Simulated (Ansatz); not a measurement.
Structures of equal composition on the (0001) surface of hcp Ti: a pseudomorphic layer of Mg in the host's stacking; a pseudomorphic layer of Mg in the other hollow. The slabs share one bottom face, and each structure is named by its start. These are constructed structures in small cells; real faces may alloy, dewet or reconstruct in larger ones, and not all known structures of the face are among them. Slabs of about 12 Å with all that they carry, Fermi-Dirac smearing of 0.1 eV. Bottom of the slabs: a bare face, its two planes held. Relaxed from the named starts with such symmetry as they have, on meshes of like density; energies extrapolated to zero smearing; no spin-orbit coupling, no U. Spin-polarised runs, if any, are marked in brackets, and their order is one that fits the cell; the others ran without spin.

Level of theory: PBE (plane waves to 420 eV, PAW; Ansatz, a quantum-chemistry and plane-wave program).

**Question.** Order them by energy per 1x1 cell (lowest first) at the level PBE.

**Answer.** a pseudomorphic layer of Mg in the other hollow (0.000 eV), a pseudomorphic layer of Mg in the host's stacking (0.021 eV)
